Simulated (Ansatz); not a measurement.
**Pressure series in Cu2O**

The reference is Cu2O (space group Pn-3m, No. 224; a = 4.2457 Å).

Cell and atoms are relaxed at each pressure.

Level of theory: Ansatz (a program for electronic structure), r2SCAN, PAW, cutoff 500 eV, scalar-relativistic without spin-orbit coupling.

```tsv
pressure (GPa)	volume per atom (Å³/atom)
-2	12.965
-1	12.857
0	12.756
1.8	12.582
4.2	?
9	11.998
30	10.852
45	10.294
60	9.855
```

Question: Fit the third-order Birch–Murnaghan form P(V) = (3B₀/2)[(V₀/V)^(7/3) − (V₀/V)^(5/3)]·[1 + (3/4)(B₀′ − 4)((V₀/V)^(2/3) − 1)] (squares taken in P) to the rows shown and predict the withheld row.

Answer: Least squares on the printed values gives V₀ = 12.755 Å³/atom, B₀ = 128 GPa, B₀′ = 4.6; this predicts 12.370 Å³/atom, and the run gives 12.370 Å³/atom, in agreement.

Measured bulk modulus of Cu2O: 105.7 GPa (0 K or low temperature; as listed in Leila H. N. Rimmer et al., Physical Review B (2014)); the computed value is 21 % above it.

Load acts through the strain it causes; cell and atoms are relaxed under it. Stability against distortions was not tested. Competing high-pressure phases were not computed. No Hubbard U is applied. All final runs are without spin polarisation.
